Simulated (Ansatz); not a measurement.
# A computed series for SiC: response to strain

Consider SiC in the zinc blende structure (space group F-43m, No. 216; a = 4.3563 Å). Axes: x, y, z lie along the cube axes.

Strains are applied to the cell and any free atomic positions relax.

Computed with r2SCAN (Ansatz, a first-principles code, PAW, no spin-orbit coupling).

Notes on the quantities. energy relative to the base: free energy F.

```csv
variant,energy relative to the base,electron mass,band gap,volume per atom,hole mass
base,0 meV/atom,"0.64 mₑ along k, 0.23 mₑ across (at X)",1.71 eV,10.33 Å³,–
uniaxial strain ε_zz = −3.00 %,+12 meV/atom,"0.60 mₑ along k, 0.23 mₑ across (at X)",1.36 eV,10.02 Å³,"0.38 mₑ along z, 0.56 mₑ across (at Γ)"
uniaxial strain ε_zz = −2.50 %,?,"0.60 mₑ along k, 0.23 mₑ across (at X)",?,10.08 Å³,"0.37 mₑ along z, 0.56 mₑ across (at Γ)"
uniaxial strain ε_zz = −2.00 %,+5.4 meV/atom,"0.61 mₑ along k, 0.23 mₑ across (at X)",1.48 eV,10.13 Å³,"0.37 mₑ along z, 0.56 mₑ across (at Γ)"
uniaxial strain ε_zz = −1.50 %,+3.0 meV/atom,"0.63 mₑ along k, 0.23 mₑ across (at X)",1.54 eV,10.18 Å³,"0.37 mₑ along z, 0.57 mₑ across (at Γ)"
uniaxial strain ε_zz = −1.00 %,+1.3 meV/atom,"0.63 mₑ along k, 0.23 mₑ across (at X)",1.60 eV,10.23 Å³,"0.36 mₑ along z, 0.57 mₑ across (at Γ)"
uniaxial strain ε_zz = −0.50 %,+0.3 meV/atom,"0.63 mₑ along k, 0.23 mₑ across (at X)",1.66 eV,10.28 Å³,"0.36 mₑ along z, 0.57 mₑ across (at Γ)"
```

Complete the table.


- uniaxial strain ε_zz = −2.50 %, energy relative to the base: +8.4 meV/atom
- uniaxial strain ε_zz = −2.50 %, band gap: 1.42 eV

Masses are band curvatures over ±0.01 Å⁻¹ around the edge. Along k means along the line from Γ to the band edge. No phonon test of stability was made.
